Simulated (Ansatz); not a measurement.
The starting structures come from a database of crystals and need not be the phases stable at ambient conditions.

Data:

```xyz
4
Lattice="4.2515 0.0000 0.0000 0.0000 6.9768 0.0000 2.1257 0.0000 3.6097" Properties=species:S:1:pos:R:3 pbc="T T T"
In     4.2515     3.4870     2.4065
In     2.1257     6.9754     1.2032
P      4.2515     0.8735     2.4065
P      2.1257     4.3619     1.2032
```

Space group of this cell: Cmc2_1. The cell is strained (lengths across the current scaled by 1.02, ions clamped); by r2SCAN its mean pressure is -2.4 GPa.

Transport runs along the normal of the first two printed cell vectors.

The gap is the functional's own, uncorrected, and κ follows it; spin-orbit coupling is left out. Mid-gap values are interpolated between the computed energies.

### Question
Compute, with r2SCAN run with Ansatz (a first-principles code), the band gap and the smallest decay constant κ at mid-gap.

### Answer
Gap 0.82 eV on a 8×6×8 mesh; κ = 0.059 1/Å, at the zone centre.
